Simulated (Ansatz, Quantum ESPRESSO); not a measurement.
## Sr2MoO4 (I4/mmm, 7 atoms in the cell) computed with different codes at matched settings

Self-consistent single point.

```
Sr2MoO4
1.0
   -1.94678     1.94678     6.48370
    1.94678    -1.94678     6.48370
    1.94678     1.94678    -6.48370
Sr Mo O
2 1 4
Direct
  0.35106   0.35106   0.00000
  0.64894   0.64894   0.00000
  0.00000   0.00000   0.00000
  0.50000   0.00000   0.50000
  0.00000   0.50000   0.50000
  0.83682   0.83682   0.00000
  0.16318   0.16318   0.00000
```

Shared settings, as Ansatz (a first-principles code) writes them: kpoints.mp_grid.grid = 7 7 7; scf.occupations.method = gaussian; scf.occupations.width = 0.05 eV. Potentials and cutoffs stand in the table.

| code | model | pressure (GPa) | largest force (eV/Å) | cutoff |
|---|---|---|---|---|
| Ansatz | PBEsol+U, PAW files made with PBE | -0.57 | 0.374 | default |
| Quantum ESPRESSO | PBEsol+U, GBRV 1.5 ultrasoft (PBESOL) pseudopotentials | -0.24 | 0.387 | 40 Ry |

Size of the force on each atom (eV/Å): Sizes of forces hide their directions.

| code | Sr1 | Sr2 | Mo3 | O4 | O5 | O6 | O7 |
|---|---|---|---|---|---|---|---|
| Ansatz | 0.374 | 0.374 | 0.000 | 0.000 | 0.000 | 0.360 | 0.360 |
| Quantum ESPRESSO | 0.387 | 0.387 | 0.000 | 0.000 | 0.000 | 0.342 | 0.342 |

Hubbard term: [{species: Mo, l: d, u_eff: 7.0}] eV.

On Ansatz's run: spin polarisation is off. The U value is a test value, and with U on an open shell several self-consistent states can exist.

The spread over the programs that give each value: pressure within 0.33 GPa; largest force within 0.013 eV/Å.

Ansatz's pressure is given at a fixed set of plane waves, as the other plane-wave codes print theirs; with its correction for the finite basis it is -0.27 GPa (the shift of 0.29 GPa shows how far the cutoff is from converged). The same U acts on different projectors in each program, which moves gaps, moments and pressures.

The starting cell comes from a database of computed structures (which also holds hypothetical and non-ambient phases and stackings), without a prior relaxation at this level.

Keys are those of Ansatz 0.2.
